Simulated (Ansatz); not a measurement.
Start from HgS (space group P3_221, No. 154; a = 4.465 Å, c = 9.758 Å; made of chains).

Computed with PBE, PAW, 420 eV (Ansatz, a quantum-chemistry and plane-wave program; spin-orbit coupling left out).

Carriers are added at fixed cell with a uniform background; the Fermi–Dirac width is that of 300 K.

One change was made to it. Results:

```json
[
 {"quantity": "Fermi level relative to the doped band's edge (positive inside the band; to 0.05 eV)", "base": "–", "after": "+1.10 eV"},
 {"quantity": "largest internal atomic displacement", "base": "–", "after": "0.352 Å"},
 {"quantity": "gap character", "base": "indirect, Γ–A (67 % along) → Γ", "after": "indirect, A → M"},
 {"quantity": "gap between the host's bands", "base": "1.83 eV", "after": "0.40 eV"}
]
```

Q: What was done to the base?
A) holes 1.0×10^22 cm⁻³
B) electrons 1.0×10^22 cm⁻³
C) holes 3.0×10^21 cm⁻³

A: B, electrons 1.0×10^22 cm⁻³. For comparison, the Fermi level from band edge in the other runs: holes 3.0×10^21 cm⁻³ gives +0.15 eV; holes 1.0×10^22 cm⁻³ gives +0.35 eV.

Charged cell with a jellium background: band edges are those of the host's band count, energies are not comparable with the neutral cell, and many-body gap narrowing is missing. With Hg present, leaving out spin-orbit coupling can change the band edges. Stability against distortions was not tested. No dispersion term is included, though the crystal is made of layers, chains or molecules, so its spacings can come out too wide.
